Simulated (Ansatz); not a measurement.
# Fermi-surface data of Rh (Fm-3m)

Data:

```xyz
1
Lattice="0.0000 1.8897 1.8897 1.8897 0.0000 1.8897 1.8897 1.8897 0.0000" Properties=species:S:1:pos:R:3 pbc="T T T"
Rh     0.0000     0.0000     0.0000
```

All values below come from r2SCAN, rigid bands (plane waves, PAW, scalar-relativistic; Ansatz, a quantum-chemistry and plane-wave program). Condition of this run: functional r2SCAN on the same cell. How the cell was made: cell and atoms relaxed with PBEsol.

The density of states at the Fermi level comes out as 1.19 states/(eV·cell), both spins. The bare Sommerfeld coefficient comes out as 2.8 mJ/(mol of atoms·K²), the drude plasma energy comes out as 10.5 eV and the root-mean-square Fermi velocity is 6.9e5 m/s. The resistivity times τ is 4.5 ×10⁻²² Ω·m·s.

A metal at this level (no band gap); rigid bands, thermally averaged at 300 K, both spins. Spin-orbit coupling is left out. τ is one relaxation time for all states.
